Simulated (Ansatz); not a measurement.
# Several settings converged on CaSi2Rh2 (I4mm, 5 atoms in the cell)

```
CELL_PARAMETERS angstrom
     -2.05101     2.05101     5.01954
      2.05101    -2.05101     5.01954
      2.05101     2.05101    -5.01954
ATOMIC_POSITIONS crystal
  Ca 0.00498 0.00498 0.00000
  Si 0.62739 0.62739 0.00000
  Si 0.37261 0.37261 0.00000
  Rh 0.75000 0.25000 0.50000
  Rh 0.25000 0.75000 0.50000
```

Base method: LDA (PW92), default PAW files made with PBE (plane waves; Ansatz, an electronic-structure program).

Base settings: basis.ecutwfc = 420 eV; kpoints.mp_grid.grid = 8 8 8; hamiltonian.xc = lda; hamiltonian.pseudopotentials = {kind: paw} (the program's default PAW files); scf.occupations.method = gaussian; scf.occupations.width = 0.1 eV.

The count of work is k-points × plane waves × bands × iterations; it is no time. 

**The cutoff for other potential files**

Level: DFT, LDA (PW92), plane waves, harder PAW files (source: ansatz) made with PBE.

In this ladder: hamiltonian.pseudopotentials = {kind: paw, source: ansatz}.

The second cell is the first with its lattice scaled by 0.98.

The mesh stays at the base's, so the ladder's end is converged at best in this setting alone.

The first pressure column holds Ansatz's estimate of the finite-basis (Pulay) stress, which hides part of the cutoff error; the other is without it.

Only quantities that move along the ladder and can be compared are tabulated.

```csv
basis.ecutwfc,free energy less the last step's (meV/atom),energy of the compressed cell less the first (meV/atom),pressure (GPa),pressure without the Pulay estimate (GPa),largest difference of a force vector from the last step's (eV/Å),count of work / last
245 eV,6231.46,-1.47,-9.80,-278.36,0.204,0.11
295 eV,1479.38,-21.41,-6.45,-88.90,0.159,0.14
380 eV,99.83,-24.19,-8.00,-16.12,0.009,0.21
460 eV,5.55,-23.55,-7.93,-8.50,0.001,0.28
540 eV,1.01,-23.57,-7.93,-7.95,0.000,0.35
650 eV,0.72,-23.59,-7.93,-7.94,0.000,0.46
810 eV,0.30,-23.61,-7.94,-7.95,0.000,0.66
1080 eV,0.00,-23.61,-7.94,-7.94,0.000,1.0
```

Coarsest basis.ecutwfc that holds the pressure within 0.2 GPa of the last step, with all finer ones: 380 eV, at 0.21 of the last step's count of work; the step before is off by 1.5 GPa.

Coarsest basis.ecutwfc that holds the energy of the compressed cell less the first within 1 meV/atom of the last step, with all finer ones: 380 eV, at 0.21 of the last step's count of work; the step before is off by 2.2 meV/atom.

Coarsest basis.ecutwfc that holds the free energy within 2 meV/atom of the last step, with all finer ones: 540 eV, at 0.35 of the last step's count of work; the step before is off by 5.5 meV/atom.

The energy difference between the two cells stays within 1 meV/atom of the last step's from 380 eV on, the total only from 650 eV on: much of the error is common to both cells and cancels.

At the lowest cutoff the pressure without the Pulay estimate lies 270 GPa under the last step's, the usual sign of Pulay stress in an incomplete plane-wave basis.

**The relaxed cell against the cutoff**

On CaSi2Rh2 (I4/mmm, 5 atoms in the cell): atoms on their sites.

In this ladder: relax = cell and atoms.

The mesh stays at the base's, so the ladder's end is converged at best in this setting alone.

Only quantities that move along the ladder and can be compared are tabulated.

| basis.ecutwfc | relaxed volume (Å³/atom) | relaxation steps |
|---|---|---|
| 210 eV | 16.176 | 59 |
| 250 eV | 15.915 | 28 |
| 295 eV | 15.931 | 14 |
| 355 eV | 15.924 | 8 |
| 420 eV | 15.919 | 5 |
| 505 eV | 15.917 | 5 |
| 630 eV | 15.917 | 5 |
| 840 eV | 15.917 | 5 |

Coarsest basis.ecutwfc that holds the relaxed volume within 0.032 Å³/atom of the last step, with all finer ones: 250 eV; the step before is off by 0.26 Å³/atom.

At the lowest cutoff the cell relaxes to a volume 1.6 % larger than at the highest. Ansatz relaxes on a stress corrected for the finite basis.

On the base run: the starting cell comes from a database of computed structures (which also holds hypothetical and non-ambient phases and stackings), without a prior relaxation at this level. Its lattice was rescaled by up to half a per cent. One atom was moved a little off its site on purpose. Spin polarisation is off.

Keys are those of Ansatz 0.2.
